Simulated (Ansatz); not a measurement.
**Ansatz (a quantum-chemistry and plane-wave program) run on LaGa (Cm, 4 atoms in the cell): self-consistent single point**

Computed with LDA (PW92), default PAW files made with PBE (plane waves; Ansatz).

This input was run:

Ansatz 0.2 input:
```yaml
# LaGa
crystal:
  lattice:
    - [2.306515, -5.750414, 0.000000]
    - [2.306515, 5.750414, 0.000000]
    - [0.000000, 0.000000, 4.278536]
  atoms:
    - { symbol: La, position: [0.860460, 0.139540, 0.261686] }
    - { symbol: La, position: [0.139540, 0.860460, 0.750000] }
    - { symbol: Ga, position: [0.567220, 0.432780, 0.250000] }
    - { symbol: Ga, position: [0.432780, 0.567220, 0.750000] }
basis:
  ecutwfc: 420.0
kpoints:
  mp_grid: { grid: [6, 6, 6] }
hamiltonian:
  xc: lda
  pseudopotentials: { kind: paw }
scf:
  occupations: { method: gaussian, width: 0.1 }
output:
  forces: true
  eigenvalues: true
  stress: true
```

Log, with long lists cut:

```
WARN ansatz: RAYON_NUM_THREADS=1 ignored (pool sized by the plan → 1); use --threads N
Pseudopotentials: kind: paw
Pseudopotential: La, paw, valence charge 11
Pseudopotential: Ga, paw, valence charge 13
Crystal: 4 atoms, lattice volume = 113.496 Å³
Basis set: ecut = 420 eV, 2231 PW (Γ)
Bands: 29, of which v1, the nominal top of the filled ones, is band 24 counted from 1 (23 counted from 0)
Symmetry: 2 space group operations
Space group: Cm (ITA 8), of the structure as read, at distance tolerance 4.8e-5 Å
k-points: 68 of 216 (time reversal used)
PAW frozen core: La, regenerated for the run's functional, and the local potential with it
PAW frozen core: Ga, regenerated for the run's functional, and the local potential with it
Initial density: superposition of atomic densities (neutral atoms: chi_scale 0, normalization atom), corrected by the library's trained network
Initial wavefunctions: pseudopotential atomic-orbital guess
Eigensolver: davidson
Functional: x = slater, c = lda
SCF iter   1: F=—  HF=-19568.426878 eV  |F-HF|=—  |Δ(HF+E_count)|=         —  Δρ=6.54e-3  dr2=8.52e-2  ethr=1.77e-3  ⟨swp⟩=5.1  Hψ=7869  notcnv=0
all-band conjugate gradients solve this SCF's bands
preconditioner: auto → Kerker (q_TF=auto, 2.364 Å⁻¹)
SCF iter   2: F=—  HF=-19568.411965 eV  |F-HF|=—  |Δ(HF+E_count)|=   1.49e-2  Δρ=3.57e-3  dr2=3.26e-2  ethr=1.78e-4  ⟨swp⟩=2.9  Hψ=3328  notcnv=0  defer=16
SCF iter   3: F=—  HF=-19568.405333 eV  |F-HF|=—  |Δ(HF+E_count)|=   6.63e-3  Δρ=5.25e-4  dr2=3.98e-4  ethr=6.80e-5  ⟨swp⟩=2.2  Hψ=3240  notcnv=0  defer=16
SCF iter   4: F=—  HF=-19568.405230 eV  |F-HF|=—  |Δ(HF+E_count)|=   1.03e-4  Δρ=1.78e-4  dr2=7.79e-5  ethr=8.29e-7  ⟨swp⟩=2.3  Hψ=3233  notcnv=0  defer=16
SCF iter   5: F=—  HF=-19568.405228 eV  |F-HF|=—  |Δ(HF+E_count)|=   1.36e-6  Δρ=1.18e-4  dr2=1.17e-5  ethr=1.62e-7  ⟨swp⟩=2.0  Hψ=3073  notcnv=0  defer=16
SCF iter   6: F=—  HF=-19568.405222 eV  |F-HF|=—  |Δ(HF+E_count)|=   6.74e-6  Δρ=3.27e-5  dr2=1.20e-6  ethr=2.44e-8  ⟨swp⟩=2.0  Hψ=3045  notcnv=0  defer=16
SCF iter   7: F=—  HF=-19568.405220 eV  |F-HF|=—  |Δ(HF+E_count)|=   1.28e-6  Δρ=1.32e-5  dr2=1.79e-7  ethr=2.50e-9  ⟨swp⟩=2.0  Hψ=2986  notcnv=0  defer=16
SCF iter   8: F=-19568.405220 eV  HF=-19568.405220 eV  |F-HF|=2.92e-9  |Δ(HF+E_count)|=   2.13e-8  Δρ=2.45e-6  dr2=7.74e-9  ethr=2.08e-10  ⟨swp⟩=10.5  Hψ=9564  notcnv=0
SCF 1 converged in 8 iterations: F = -19568.405220 eV  dr2 = 7.74e-9
SCF converged after 8 iterations
Free energy (F): -19568.405220 eV
Harris-Foulkes:  -19568.405220 eV  (|F-HF|=2.92e-9)
Internal energy: -19568.385502 eV  (E = F + TS)
E sigma→0 (E₀):  -19568.395361 eV
Entropy (-TS):   -0.019718 eV (-4.929 meV/atom)
Fermi energy:    9.817077 eV
--- Per-component energies (eV) ---
  E_band       = -167.110708
  E_kinetic    = 614.511007
  E_local      = -5022.447323  (includes V_loc(G=0)·N_el)
  E_nonlocal   = 1045.680488
  E_hartree    = 2279.126055
  E_xc         = -414.227535
  E_vxc        = -411.655114  (∫ρ·V_xc dr)
  E_paw        = -14307.168017  (= ΣΔE_a)
  E_vpaw       = -951.449967  (= ΣTr[D̂ρ^β])
  E_aug_tail   = -0.000252  (compensation charges beyond the density's cutoff)
  E_ewald      = -3767.962317
  E_core_change = 4.102392  (= ΣΔE_core)
  E_smearing   = -0.019718  (= −TS)
  E_closure    = -0.000000  (closes the sum)
  Σ components = -19568.405220   (vs F -19568.405220, Δ=0.00e0)
--- Forces (eV/Å), atoms counted from 1 ---
  atom   1  La     0.00000000    -0.07356925    -0.11241448
  atom   2  La     0.00000000     0.07567367     0.02144552
  atom   3  Ga     0.00000000     0.04015080    -0.01566200
  atom   4  Ga     0.00000000    -0.04225508     0.10662860
  max |Σ_I F_I| component: 2.36e-6 eV/Å
--- Stress (GPa, compression-positive) ---
       -4.967845       0.000000       0.000000
        0.000000      -4.250877      -0.160906
        0.000000      -0.160906      -4.978761
  P = ⅓ Tr σ = -4.7325 GPa (-47.325 kbar)
  The stress holds the Pulay correction. Without it, at fixed plane waves, as pw.x and ABINIT print it: P = -4.7426 GPa
--- Band table (eV; the first three rows and the last of 68) ---
  k-point 0: bands = ["-22.9278", "-22.8273", "-6.9054", "-6.5750", "-6.5415", "-6.4411", "-6.2488", "-6.2474", "-4.4439", "-4.3630", "-4.3375", "-4.3344", "-4.2722", "-4.1833", "-4.1785", "-4.1641", "-4.1575", "-4.1018", "2.0843", "5.5859", [...]
  k-point 1: bands = ["-22.9178", "-22.8306", "-6.8582", "-6.5901", "-6.5643", "-6.4483", "-6.3397", "-6.2872", "-4.4504", "-4.3436", "-4.3325", "-4.3170", "-4.2769", "-4.1843", "-4.1768", "-4.1729", "-4.1596", "-4.0969", "2.3501", "5.6614", [...]
  k-point 2: bands = ["-22.8931", "-22.8422", "-6.7323", "-6.6711", "-6.5365", "-6.5293", "-6.4690", "-6.3964", "-4.4419", "-4.3682", "-4.2817", "-4.2786", "-4.2774", "-4.2074", "-4.1918", "-4.1651", "-4.1462", "-4.1024", "3.0897", "5.2983", [...]
  k-point 67: bands = ["-22.8644", "-22.8637", "-6.9304", "-6.9230", "-6.5088", "-6.4885", "-6.2941", "-6.2895", "-4.4078", "-4.4070", "-4.2825", "-4.2798", "-4.2350", "-4.2339", "-4.1756", "-4.1746", "-4.1202", "-4.1199", "4.3888", "4.3997", [...]
```

The run converged in 8 iterations.

The starting cell comes from a database of computed structures (which also holds hypothetical and non-ambient phases and stackings), without a prior relaxation at this level. Its lattice was rescaled by up to half a per cent. One atom was moved a little off its site on purpose. With a pressure of about -5 GPa the cell is away from its equilibrium volume at this level. Ansatz's pressure includes its estimate of the finite-basis (Pulay) stress.
